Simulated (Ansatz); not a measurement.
Structures of equal composition on the (0001) surface of hcp Ti: a layer of Ru in place of the second plane; a layer of Ru in place of the third plane. The slabs share one bottom face, and each structure is named by its start. These are constructed structures in small cells; real faces may alloy, dewet or reconstruct in larger ones, and not all known structures of the face are among them. Slabs of about 12 Å with all that they carry, Fermi-Dirac smearing of 0.1 eV. Bottom of the slabs: a bare face, its two planes held. Relaxed from the named starts with such symmetry as they have, on meshes of like density; energies extrapolated to zero smearing; no spin-orbit coupling, no U. Spin-polarised runs, if any, are marked in brackets, and their order is one that fits the cell; the others ran without spin.

All values below come from PBE (plane waves to 420 eV, PAW; Ansatz, a program for electronic structure).

Problem. Rank these by energy per 1x1 cell (lowest first), as PBE gives it.

Solution. a layer of Ru in place of the third plane (0.000 eV), a layer of Ru in place of the second plane (0.082 eV)
